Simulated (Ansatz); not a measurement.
Start from CoSn (space group P6/mmm, No. 191; a = 5.294 Å, c = 4.235 Å; non-magnetic). Axes: x lies along a and z along c of the hexagonal cell.

Level of theory: DFT with PBE, PAW potentials and a 420 eV plane-wave cutoff in Ansatz (a quantum-chemistry and plane-wave program), no SOC.

Strains are applied to the cell and any free atomic positions relax; under biaxial strain the out-of-plane vector relaxes too.

One change was made to it. Results:

```csv
quantity,base,after
shortest interatomic distance,4.935 bohr,5.002 bohr
"pressure (mean of the normal stresses, compression positive)",0.0 GPa,-5.8 GPa
```

Question: Which of these changes matches the shifts?
A) uniaxial strain ε_zz = +5.68 %
B) isotropic strain +1.40 %
C) biaxial strain −0.52 %, plane normal [001], relaxed out of plane

Answer: A, uniaxial strain ε_zz = +5.68 %. For comparison, the pressure in the other runs: biaxial strain −0.52 %, plane normal [001], relaxed out of plane gives 1.0 GPa; isotropic strain +1.40 % gives -4.8 GPa.

Without a gap, meshes like the base's 10×10×11 leave anisotropic stresses uncertain by several tenths of a GPa, and small strain energies with them. Whether these cells are dynamically stable was not tested. Seeded moments were not kept for the base. The final runs are not spin-polarised.
